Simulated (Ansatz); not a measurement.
Au, element substitutions

Take Au in the fcc (Cu type) structure (space group Fm-3m, No. 225; a = 4.0834 Å) as the base.

Each row replaces one element on all its sites; cell and atoms are relaxed.

Levels (all Ansatz, a first-principles code, PAW): PBEsol (420 eV, spin-orbit coupling left out); r2SCAN (500 eV, spin-orbit coupling left out).

Pressures by level, all at the geometries relaxed with PBEsol:

| case | PBEsol | r2SCAN |
|---|---|---|
| base | 0.0 GPa | 5.1 GPa |
| Au → I | 0.0 GPa | 3.6 GPa |
| Au → Ir | 0.0 GPa | 4.2 GPa |

Single points use the geometry relaxed with PBEsol. Their cutoffs differ, which shifts pressures a little. Whether these cells are dynamically stable was not tested. As relaxed here, I is a hypothetical phase, not in the database extracts checked. All final runs are without spin polarisation.
